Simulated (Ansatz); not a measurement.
Base system: ZnSe in the zinc blende structure (space group F-43m, No. 216; a = 5.733 Å). Axes: x, y, z lie along the cube axes.

All numbers come from PBE (Ansatz, a first-principles code; PAW; 420 eV plane waves; scalar-relativistic without spin-orbit coupling).

Modification: an isotropic linear strain of +1.00 %; the atoms relax in the strained cell.

Predict the stress tensor and what it implies for the stiffness.

Stress of the strained cell less that of the base (GPa, compression positive):
```
  -1.58    0.00    0.00
   0.00   -1.58    0.00
   0.00    0.00   -1.58
```

Then B = −ΔP/(ΔV/V₀) with ΔV/V₀ = 0.0303 gives secant stiffness values (nonlinear terms included at this strain): B ≈ 52 GPa.

No phonon test of stability was made.
